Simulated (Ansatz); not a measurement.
For TaN (P-6m2, No. 187, 2 atoms in the cell; start mp-1459; a measured phase of this formula has another space group), PBEsol in Ansatz (plane waves, PAW) gives:

```
Property                          Value
------------------------------  -------
equilibrium lattice constant a  2.924 Å
c axis length                   2.871 Å
```

**Question.** What does r²SCAN (plane waves, PAW; Ansatz, a first-principles code) give for the same quantities?

**Answer.** 
- lattice constant a: 2.936 Å (grows by 0.4 %)
- lattice parameter c: 2.885 Å (goes up by 0.5 %)

Changes are worked out from the printed values.

Unless a cell is named, each level is at its own relaxed cell (PBEsol 10.63, r²SCAN 10.77 Å³/atom).

Levels without +SOC leave out spin–orbit coupling, which shifts energies and cells of such heavy elements.

Caveats: the relaxation could not lower the start's symmetry, so the cell can be a saddle point above a distorted one (PBEsol, r²SCAN). Ansatz's density-functional and Hartree–Fock values are scalar-relativistic unless marked +SOC, with PAW data made under PBE.

A start named mp-… is a Materials Project structure, which need not be a measured phase.
